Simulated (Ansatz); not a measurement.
ZrO2 under a change: pressure −1 GPa

Take ZrO2 in the fluorite structure (space group Fm-3m, No. 225; a = 5.0891 Å) as the base.

One thing is altered: hydrostatic tension (pressure −1 GPa).

Level of theory: r2SCAN in Ansatz (plane waves to 500 eV, PAW, no spin-orbit coupling), earlier PAW set. k-mesh 11×11×11 (Γ-centred); smearing 0.05 eV (Fermi–Dirac).

The volume per atom grows by 0.043 Å³, from 10.98 Å³ to 11.03 Å³ and the lattice parameter a increases by 0.007 Å to 5.096 Å. The shortest interatomic distance grows by 0.003 Å (2.204 Å → 2.207 Å) and the enthalpy H = E + PV relative to the base's energy amounts to -0.07 eV/atom. The band gap shrinks by 0.012 eV, from 3.89 eV to 3.87 eV and the gap character is still indirect, X → Γ. The smallest direct gap falls by 0.02 eV, from 4.29 eV to 4.27 eV and the electron mass (degenerate bands, along [100]) changes from 0.53, 2.1 mₑ (at Γ) to 0.54, 2.1 mₑ (at Γ). The valley order (the lowest conduction-band minima on the path, energy above the VBM, named in the base's zone) changes from Γ 3.89 eV; a point along ⟨110⟩, about 0.8 Å⁻¹ from Γ 4.29 eV; X along ⟨100⟩ 4.29 eV; L along ⟨111⟩ 4.49 eV to Γ 3.87 eV; X along ⟨100⟩ 4.27 eV; a point along ⟨110⟩, about 0.8 Å⁻¹ from Γ 4.27 eV; L along ⟨111⟩ 4.48 eV.

Load acts through the strain it causes; cell and atoms are relaxed under it. Effective masses come from finite differences of ±0.01 Å⁻¹. Whether these cells are dynamically stable was not tested. This is not the structure that ZrO2 has at room temperature and ambient pressure.

Ansatz is an electronic-structure program.
